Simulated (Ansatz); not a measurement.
Bi2SiO5 (model structure, Cmcm, No. 63, 16 atoms in the cell)

Method: r²SCAN (Ansatz, a quantum-chemistry and plane-wave program, PAW).

Numerical settings: plane-wave cutoff 560 eV, 8×8×6 k mesh (along the axes of the cell as run), Fermi–Dirac smearing 0.01 eV, scalar-relativistic PAW data made under PBE.

Cell (relaxed with PBEsol):

```
CELL_PARAMETERS angstrom
      7.53346    -2.74356     0.00000
      7.53346     2.74356     0.00000
      0.00000     0.00000     5.29091
ATOMIC_POSITIONS crystal
  Si 0.68233 0.31767 0.75000
  Si 0.31767 0.68233 0.25000
  Bi 0.61578 0.05426 0.25000
  Bi 0.38422 0.94574 0.75000
  Bi 0.94574 0.38422 0.25000
  Bi 0.05426 0.61578 0.75000
  O  0.25108 0.25108 0.00000
  O  0.74892 0.74892 0.50000
  O  0.74892 0.74892 0.00000
  O  0.25108 0.25108 0.50000
  O  0.73409 0.07956 0.75000
  O  0.26591 0.92044 0.25000
  O  0.92044 0.26591 0.75000
  O  0.07956 0.73409 0.25000
  O  0.50000 0.50000 0.00000
  O  0.50000 0.50000 0.50000
```

```json
{
  "band_gap": "3.22 eV",
  "smallest_direct_gap_on_the_k_points_sampled": "3.30 eV"
}
```

Note: the relaxation could raise the start's symmetry but not lower it, so the cell can be a saddle point; cell and atoms aren't relaxed at this level (largest force component 0.35 eV/Å, pressure -0.2 GPa).

Spin–orbit coupling is not included; with these elements it can move the gap by several tenths of an eV or more.

Computed values are for the static lattice.

A model structure was made by putting elements into a prototype or built by hand; it is no filed structure, need not be a known phase, and can be a saddle point held by its symmetry.
